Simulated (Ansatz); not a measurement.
Data:

End structure of a constructed model of the (111) surface of fcc Pd, a layer of Cu in place of the third plane (bottom of the slab: a bare face, its two planes held):

```yaml
crystal:
  lattice:
    - [2.78861, 0.00000, 0.00000]
    - [-1.39431, 2.41501, 0.00000]
    - [0.00000, 0.00000, 27.50000]
  atoms:
    - { symbol: Pd, position: [0.33333, 0.66667, 0.29454] }
    - { symbol: Pd, position: [0.66667, 0.33333, 0.37733] }
    - { symbol: Pd, position: [0.00000, 0.00000, 0.46068] }
    - { symbol: Cu, position: [0.33333, 0.66667, 0.53653] }
    - { symbol: Pd, position: [0.66667, 0.33333, 0.61222] }
    - { symbol: Pd, position: [0.00000, 0.00000, 0.69579] }
```

Model: 6-atom slab, 11.3 Å thick at the start, 15x15x1 mesh, Fermi-Dirac 0.1 eV, dipole correction, 2 atoms held, the rest relaxed; start symmetry kept, larger cells not searched; no spin, no spin-orbit, no U. In PBE it lies 0.09 eV a 1x1 cell over the lowest computed structure of the same composition (a layer of Cu in place of the second plane).

Task: Predict the work function of the top face from PBE in Ansatz (a program for electronic structure).

Result: 5.25 eV
